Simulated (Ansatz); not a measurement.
The cell is built on a prototype and need not be the phase stable at ambient conditions.

By PBEsol, the system below comes out a metal.

A figure of merit of an interconnect metal is its ballistic conductance per area.

Data:

```xyz
2
Lattice="4.5537 0.0000 0.0000 0.0000 4.5537 0.0000 2.2769 -2.2769 3.2200" Properties=species:S:1:pos:R:3 pbc="T T T"
Hf     2.2769     0.0000     1.6100
Hf     4.5537     0.0000     3.2200
```

Space group of this cell: Fd-3m, diamond. The cell was relaxed by PBE-D3(BJ); by PBEsol its mean pressure is -0.9 GPa.

The current flows along the normal of the first two printed cell vectors. No spin-orbit coupling; the value is a mean over 0.1 eV about the Fermi level.

**Question.** Give the ballistic conductance per area that Ansatz (an electronic-structure program) with PBEsol yields.

**Answer.** 0.90 × 10¹⁵ S/m² for both spins.
